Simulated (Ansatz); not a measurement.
# Response to strain in Sn4Au

Consider Sn$_{4}$Au (space group Ccce, No. 68; a = 6.5225 Å, b = 11.7601 Å, c = 6.4897 Å; a cell from a computed database, its experimental status unchecked). Axes: x, y, z lie along a, b, c of the conventional cell.

Strains are applied to the cell and any free atomic positions relax.

The values are results of PBEsol (Ansatz, an electronic-structure program, PAW, no SOC), not measurements.

Notes on the quantities. energy relative to the base: free energy F.

```csv
case,volume per atom,energy relative to the base,space group
base,24.89 Å³,0 meV/atom,Ccce (No. 68)
isotropic strain −1.48 %,23.80 Å³,+10 meV/atom,Ccce (No. 68)
isotropic strain +2.28 %,26.63 Å³,+21 meV/atom,Ccce (No. 68)
uniaxial strain ε_yy = +0.67 %,25.06 Å³,+0.3 meV/atom,Ccce (No. 68)
tensor shear ε_xy = +0.34 %,24.89 Å³,0.0 meV/atom,P2/c (No. 13)
```

Without a gap, meshes like the base's 8×8×7 leave anisotropic stresses uncertain by several tenths of a GPa, and small strain energies with them. No phonon test of stability was made.
